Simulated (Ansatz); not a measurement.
A computed series for AlN: response to strain

The reference is AlN in the wurtzite structure (space group P6_3mc, No. 186; a = 3.114 Å, c = 4.983 Å). Axes: x lies along a and z along c of the hexagonal cell.

Strains are applied to the cell and any free atomic positions relax; under biaxial strain the out-of-plane vector relaxes too.

The values are results of Ansatz (a quantum-chemistry and plane-wave program), PBEsol, PAW, cutoff 420 eV, scalar-relativistic without spin-orbit coupling, not measurements.

Notes on the quantities. pressure: mean of the normal stresses, compression positive.

```json
[
 {"variant": "base", "pressure": "0.01 GPa", "out-of-plane strain": "–", "shortest interatomic distance": "1.891 Å"},
 {"variant": "biaxial strain −3.00 %, plane normal [001], relaxed out of plane", "pressure": "10.15 GPa", "out-of-plane strain": "+1.70 %", "shortest interatomic distance": "1.858 Å"},
 {"variant": "biaxial strain −2.40 %, plane normal [001], relaxed out of plane", "pressure": "7.93 GPa", "out-of-plane strain": "+1.37 %", "shortest interatomic distance": "1.865 Å"},
 {"variant": "biaxial strain −1.80 %, plane normal [001], relaxed out of plane", "pressure": "(withheld)", "out-of-plane strain": "(withheld)", "shortest interatomic distance": "(withheld)"},
 {"variant": "biaxial strain −1.20 %, plane normal [001], relaxed out of plane", "pressure": "3.78 GPa", "out-of-plane strain": "+0.71 %", "shortest interatomic distance": "1.878 Å"},
 {"variant": "biaxial strain −0.60 %, plane normal [001], relaxed out of plane", "pressure": "1.85 GPa", "out-of-plane strain": "+0.36 %", "shortest interatomic distance": "1.885 Å"}
]
```

Question: Complete the table.

Answer: 
- biaxial strain −1.80 %, plane normal [001], relaxed out of plane, pressure: 5.81 GPa
- biaxial strain −1.80 %, plane normal [001], relaxed out of plane, out-of-plane strain: +1.04 %
- biaxial strain −1.80 %, plane normal [001], relaxed out of plane, shortest interatomic distance: 1.871 Å

Stability against distortions was not tested.
